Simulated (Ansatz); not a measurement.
**Worked energetics: Si(111):H with two SH**

Si(111):H with two SH, 3 bilayers, surface cell 11.5 x 6.6 Å, 1x2x1 k points. Level of theory: PBE-D3(BJ) (plane waves to 420 eV, PAW; Ansatz, an electronic-structure program). The slab states were run without spin polarisation. Static barriers from climbing-image NEB or a saddle search; ends from one prepared geometry each; cell and mesh not converged. The saddle order is not shown.

The reaction: the surface fragment of GeH4 exchanges a second ligand with a neighbouring S-H group, starting from the surface left by an earlier step (GeH4 exchanges a ligand with a surface S-H group and H2 forms), after H2 has left.

Total energies of the cell in eV (only differences have meaning):

```json
[
 {"state": "start", "energy (eV)": "-29218.766"},
 {"state": "top of the barrier", "energy (eV)": "-29216.965"},
 {"state": "end", "energy (eV)": "-29219.062"}
]
```

**Question.** Work out the barrier, the reaction energy, the back barrier, the rate at 473 K and the temperature at which it reaches one per second, for an assumed prefactor of 1e13 per second.

**Answer.** Barrier = -29216.965 - (-29218.766) = 1.80 eV. Reaction energy = -29219.062 - (-29218.766) = -0.30 eV. Back barrier = -29216.965 - (-29219.062) = 2.10 eV.
With an assumed prefactor of 1e13 per second, the rate at 473 K (kT = 0.0408 eV) is 1e13 x exp(-1.80 / 0.0408) = about 10^-6.2 per second, and it reaches one per second at T = 1.80 / (8.617e-5 x ln 1e13) = about 700 K. A hydrogen atom moves in this step, so zero-point energy and tunnelling, left out here, usually make it faster, above all at low temperature.
